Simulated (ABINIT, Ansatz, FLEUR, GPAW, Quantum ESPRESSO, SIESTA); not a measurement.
TiSi (Amm2, 2 atoms in the cell) computed with different codes at matched settings

Self-consistent single point.

```
CELL_PARAMETERS angstrom
      3.83428     0.00000     0.00000
      0.00000     1.82350     2.15938
      0.00000    -1.82350     2.15938
ATOMIC_POSITIONS crystal
  Ti 0.00000 0.04484 0.04484
  Si 0.50000 0.55666 0.55666
```

Shared settings, as Ansatz (a quantum-chemistry and plane-wave program) writes them: kpoints.mp_grid.grid = 11 16 16; scf.occupations.method = fermi_dirac; scf.occupations.width = 0.136 eV. Potentials and cutoffs stand in the table.

```tsv
code	model	pressure (GPa)	largest force (eV/Å)	cutoff
GPAW	LDA (Perdew-Wang 92), GPAW PAW datasets LDA (gpaw-data 1.0.1)	-10.40	0.027	800 eV
Ansatz	LDA (PW92), PAW files made with PBE	-10.93	0.022	420 eV
FLEUR	LDA (Perdew-Zunger), all-electron FLAPW (FLEUR), scalar-relativistic valence	–	0.023	Kmax 4.5 1/bohr
ABINIT	LDA (PW92), norm-conserving pseudopotentials (PseudoDojo nc-sr-04 LDA standard)	-11.01	0.022	42 Ha
SIESTA	LDA PW92, numerical atomic orbitals DZP, PseudoDojo LDA standard norm-conserving potentials (rewritten from UPF to PSML)	-11.64	0.023	grid 400 Ry
Quantum ESPRESSO	LDA (PZ), GBRV 1.5 ultrasoft (LDA) pseudopotentials	-10.85	0.023	50 Ry
```

A dash marks a value that a program does not give, or that is left out as unsure.

On Ansatz's run: spin polarisation is off.

The spread over the programs that give each value: pressure within 1.24 GPa; largest force within 0.005 eV/Å.

SIESTA uses small atom-centred bases, whose incompleteness enters pressures, forces and empty levels differently from a plane-wave cutoff. FLEUR treats all electrons, but the usual bases taken here (sphere radii, linearisation, local orbitals, empty states) were not tested for convergence, so the values are no reference for the others. Ansatz's pressure is given at a fixed set of plane waves, as the other plane-wave codes print theirs. The same LDA comes in different parametrisations, which differ slightly.

The starting cell comes from a database of computed structures (which also holds hypothetical and non-ambient phases and stackings), without a prior relaxation at this level. Its lattice was rescaled by a random factor within 2.5 % of one.

Left out of this page: Elk (not drawn, or without a comparable value).

Keys are those of Ansatz 0.2.
